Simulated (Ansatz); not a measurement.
# NbAs in the CsCl type structure (space group Pm-3m, No. 221; a hypothetical phase, not in the database extracts checked)

NbAs is taken in the cubic space group Pm-3m (No. 221), the CsCl type structure, Pearson symbol cP2. Conventional cell: a = 3.218 Å, b = 3.218 Å, c = 3.218 Å, α = 90.00°, β = 90.00°, γ = 90.00°. Nb on 1a is coordinated by 8 As at 2.787 Å and 6 Nb at 3.218 Å. As on 1b has 8 Nb at 2.787 Å (cubic). (Neighbours: up to the widest gap in distance over summed covalent radii, below 1.35, at either atom; cation-cation and far metal-metal contacts left out.)

All numbers come from PBE (Ansatz, an electronic-structure program), no spin-orbit coupling. Γ-centred 14×14×14 mesh, Fermi–Dirac width 0.05 eV.

```json
{
  "volume_per_atom": "16.66 Å³",
  "density": "8.36 g/cm³",
  "band_gap": "zero",
  "total_energy": "-4704.640 eV/atom (σ→0; compares only within this code and set-up)"
}
```

Whether these cells are dynamically stable was not tested. All final runs are without spin polarisation.
